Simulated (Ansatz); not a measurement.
**A computed series for HfO2: pressure series**

Base system: HfO₂ in the fluorite structure (space group Fm-3m, No. 225; a = 5.098 Å).

Cell and atoms are relaxed at each pressure.

All numbers come from Ansatz (a first-principles code) PBE, no spin-orbit coupling, earlier PAW set.

| case | band gap | volume per atom | gap character |
|---|---|---|---|
| base | 3.75 eV | 11.04 Å³ | direct at X |
| pressure −2 GPa | 3.73 eV | ? | direct at X |
| pressure −1 GPa | 3.74 eV | 11.09 Å³ | direct at X |
| pressure 3 GPa | 3.78 eV | ? | direct at X |
| pressure 7 GPa | 3.81 eV | 10.75 Å³ | direct at X |
| pressure 15 GPa | 3.88 eV | 10.46 Å³ | direct at X |
| pressure 30 GPa | 3.98 eV | ? | direct at X |
| pressure 50 GPa | 4.09 eV | 9.52 Å³ | direct at X |
| pressure 75 GPa | 4.20 eV | 9.04 Å³ | direct at X |
| pressure 100 GPa | 4.25 eV | 8.65 Å³ | indirect, X → Γ |

### Question
What belongs in the blanks?

### Answer

- pressure −2 GPa, volume per atom: 11.13 Å³
- pressure 3 GPa, volume per atom: 10.91 Å³
- pressure 30 GPa, volume per atom: 10.00 Å³

Spin-orbit coupling, missing from the scalar runs, can matter with Hf. Load acts through the strain it causes; cell and atoms are relaxed under it. Stability against distortions was not tested. Competing high-pressure phases were not computed. This is not the structure that HfO2 has at room temperature and ambient pressure.
